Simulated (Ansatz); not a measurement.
A 16-atom cell of In(As,Sb) started in the zinc blende structure, site fractions As 0.625, Sb 0.375, short-range order -0.24 among the nearest mixed sites of the first mixed sublattice (0 is random, a negative value favours unlike neighbours), space group P1 at the end. The mixed sublattice has 8 sites.

The mixing enthalpy is taken against the end members in the zinc blende type, relaxed in the same cell and mesh.

Levels used, each named beside its values: PBE (plane waves to 420 eV, PAW; Ansatz, a quantum-chemistry and plane-wave program); PBE with spin-orbit coupling (plane waves to 420 eV, PAW; Ansatz). Geometries and values that name no level are of the first. Values not marked SOC have no spin–orbit coupling. Its k-point mesh 4×4×4, Fermi–Dirac width 0.01 eV.

```json
[
 {"cell": "InAs", "energy at zero smearing (eV)": "-83635.726"},
 {"cell": "InSb", "energy at zero smearing (eV)": "-96660.668"},
 {"cell": "In8As5Sb3", "energy at zero smearing (eV)": "-88519.733"}
]
```

Problem. Work out the mixing enthalpy per mixed site and the interaction parameter Ω of a regular solution.

Solution. With x = 3/8 of the second end member, ΔH = [-88519.733 − 5/8 × (-83635.726) − 3/8 × (-96660.668)] / 8 = 43.3 meV against the separate end members. Ω = ΔH / x(1 − x) = 185 meV.
